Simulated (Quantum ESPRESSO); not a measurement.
A self-consistent single point of In2Ni3Se2 (R-3m, 7 atoms in the cell) with Quantum ESPRESSO.

Level of theory: LDA (PZ), PSlibrary PAW (LDA) pseudopotentials (plane waves; Quantum ESPRESSO).

```xyz
7
Lattice="2.7101 1.5647 4.7175 -2.7101 1.5647 4.7175 0.0000 -3.1293 4.7175" Properties=species:S:1:pos:R:3 pbc="T T T"
In     0.0000     0.0000     0.0000
In     0.0000     0.0000     7.0762
Ni     0.0000    -1.5647     2.3587
Ni     1.3550     0.7823     2.3587
Ni    -1.3550     0.7823     2.3587
Se     0.0000     0.0000     4.0021
Se     0.0000     0.0000    10.1502
```

Reference input (self-consistent single point, DFT, LDA (PZ), plane waves, PSlibrary PAW (LDA) pseudopotentials): ecutwfc = 50 Ry; ecutrho = 300 Ry; occupations = smearing; smearing = cold; degauss = 0.0073499 Ry; K_POINTS = automatic 5 5 5 0 0 0; conv_thr = 1e-11 Ry. This run's input differs from it in these lines:

```diff
@@ -15,4 +15,4 @@
   occupations = 'smearing'
-  smearing = 'cold'
-  degauss = 0.0073499
+  smearing = 'gauss'
+  degauss = 0.0147
 /
```

The program printed (abridged):

```
     Self-consistent Calculation

     iteration #  1     ecut=    50.00 Ry     beta= 0.70

     total energy              =   -1707.03642148 Ry
     estimated scf accuracy    <       2.75116254 Ry

     iteration #  2     ecut=    50.00 Ry     beta= 0.70

     total energy              =   -1699.90982058 Ry
     estimated scf accuracy    <     102.52873416 Ry

     iteration #  3     ecut=    50.00 Ry     beta= 0.70

     total energy              =   -1709.05959536 Ry
     estimated scf accuracy    <       0.22318809 Ry

   [... 9 blocks of this kind left out ...]

     iteration # 13     ecut=    50.00 Ry     beta= 0.70

     total energy              =   -1709.06708185 Ry
     estimated scf accuracy    <          1.0E-10 Ry

     iteration # 14     ecut=    50.00 Ry     beta= 0.70
     End of self-consistent calculation

     the Fermi energy is    10.9411 ev

!    total energy              =   -1709.06708185 Ry
     estimated scf accuracy    <          5.5E-12 Ry
     smearing contrib. (-TS)   =      -0.00557273 Ry
     internal energy E=F+TS    =   -1709.06150912 Ry

     convergence has been achieved in  14 iterations

     Forces acting on atoms (cartesian axes, Ry/au):

     atom    1 type  1   force =    -0.00000000   -0.00000000    0.00000000
     atom    2 type  1   force =    -0.00000000    0.00000000    0.00000000
     atom    3 type  2   force =    -0.00000000    0.00000000   -0.00000000
     atom    4 type  2   force =     0.00000000   -0.00000000    0.00000000
     atom    5 type  2   force =     0.00000000    0.00000000    0.00000000
   [... lines left out ...]

     Total force =     0.006739     Total SCF correction =     0.000001

          total   stress  (Ry/bohr**3)                   (kbar)     P=      -62.30
  -0.00043574   0.00000000   0.00000000          -64.10        0.00        0.00
  -0.00000000  -0.00043574   0.00000000           -0.00      -64.10        0.00
   0.00000000   0.00000000  -0.00039902            0.00        0.00      -58.70

   JOB DONE.
```

The run converged in 14 iterations. Against the reference run the free energy drops by 5.7 meV/atom, the pressure moves little (-6.28 to -6.23 GPa) and the largest force goes from 0.176 to 0.123 eV/Å.

The starting cell comes from a database of computed structures (which also holds hypothetical and non-ambient phases and stackings), without a prior relaxation at this level. Spin polarisation is off, so a magnetic state, if there is one, cannot be reached. With a pressure of about -6 GPa the cell is away from its equilibrium volume at this level.

Cost on one core of a shared machine: roughly 3 min.
